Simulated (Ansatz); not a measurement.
**CdSe, pressure series**

Consider CdSe in the wurtzite structure (space group P6_3mc, No. 186; a = 4.383 Å, c = 7.155 Å).

Cell and atoms are relaxed at each pressure.

Computed with DFT with PBE, PAW potentials and a 420 eV plane-wave cutoff in Ansatz (a quantum-chemistry and plane-wave program), no spin-orbit coupling, earlier PAW set.

Candidates:
(a) pressure 10 GPa
(b) pressure −1 GPa
(c) pressure 7.5 GPa
(d) pressure 3 GPa
(e) pressure −2 GPa

Before the change:

Band gap: 0.54 eV

Q: Order them by band gap, highest first.

A: (a) pressure 10 GPa (0.87 eV), (c) pressure 7.5 GPa (0.81 eV), (d) pressure 3 GPa (0.67 eV), (b) pressure −1 GPa (0.49 eV), (e) pressure −2 GPa (0.43 eV)

Load acts through the strain it causes; cell and atoms are relaxed under it. Stability against distortions was not tested. Measured, CdSe leaves this structure (for rock salt) near 2.72 GPa (temperature not stated; as listed in Datta, Sujoy, Jana, Debnarayan, arXiv (2020)), on rising pressure, with hysteresis.
